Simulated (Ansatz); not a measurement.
Candidates (primitive cells; geometry: relaxed with this functional, without spin-orbit coupling):
A. NiGa (Pm-3m), a = b = c = 2.8726 Å, α = β = γ = 90.00°
B. MgAu (Pm-3m), a = 3.257 Å, b = 3.257 Å, c = 3.257 Å, α = 90.00°, β = 90.00°, γ = 90.00°
C. TiRu (Pm-3m), a = 3.046 Å, b = 3.046 Å, c = 3.046 Å, α = 90.00°, β = 90.00°, γ = 90.00°
D. TiOs (Pm-3m), a = b = c = 3.0614 Å, α = β = γ = 90.00°
E. MgLa (Pm-3m), a = b = c = 3.9088 Å, α = β = γ = 90.00°

Q: Put the candidates in order of mean free path at 300 K, lowest first, for PBEsol, DFPT electron-phonon coupling, linearised Boltzmann equation (Ansatz, a program for electronic structure).

A: E (3.8 nm), A (8.6 nm), B (16.6 nm), C (34 nm), D (56 nm)

Metals; harmonic phonons alone scatter; means over directions. The mean free path is weighted by the current that each state carries. Halving the electron mesh moves these values by up to 10 %; q meshes are mostly untested. Some of the runs warned that the eigensolver left states short of its tolerance. Spin-orbit coupling is left out.

Formula and space group known from diffraction (Crystallography Open Database), not checked to be the room-temperature form: MgAu (Pm-3m), MgLa (Pm-3m), NiGa (Pm-3m), TiOs (Pm-3m), TiRu (Pm-3m). Treated as nonmagnetic (a ferromagnetic start lost its moment, other orders weren't tried): NiGa (Pm-3m). The missing spin-orbit coupling matters most for MgAu (Pm-3m), TiOs (Pm-3m).
